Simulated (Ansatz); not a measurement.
**LiNbO3 (R-3c, No. 167, 10 atoms in the cell; start mp-552588; high-temperature phase)**

Level of theory: r²SCAN (plane waves, PAW; Ansatz, a first-principles code).

Numerical settings: plane-wave cutoff 500 eV, 10×10×10 k mesh, Fermi–Dirac smearing 0.05 eV, no spin polarisation, scalar-relativistic PAW data made under PBE.

Cell (relaxed at this level):

```yaml
crystal:
  lattice:
    - [2.59221, 1.49662, 4.56281]
    - [-2.59221, 1.49662, 4.56281]
    - [0.00000, -2.99323, 4.56281]
  atoms:
    - { symbol: Li, position: [0.25000, 0.25000, 0.25000] }
    - { symbol: Li, position: [0.75000, 0.75000, 0.75000] }
    - { symbol: Nb, position: [0.50000, 0.50000, 0.50000] }
    - { symbol: Nb, position: [0.00000, 0.00000, 0.00000] }
    - { symbol: O, position: [0.12845, 0.37155, 0.75000] }
    - { symbol: O, position: [0.87155, 0.62845, 0.25000] }
    - { symbol: O, position: [0.75000, 0.12845, 0.37155] }
    - { symbol: O, position: [0.25000, 0.87155, 0.62845] }
    - { symbol: O, position: [0.37155, 0.75000, 0.12845] }
    - { symbol: O, position: [0.62845, 0.25000, 0.87155] }
```

```yaml
band_gap: 2.99 eV (on the SCF k mesh)
```

Note: the relaxation could not lower the start's symmetry, so the cell can be a saddle point above a distorted one.

Spin–orbit coupling is not included.

Computed values are for the static lattice.

A start named mp-… is a Materials Project structure, which need not be a measured phase.
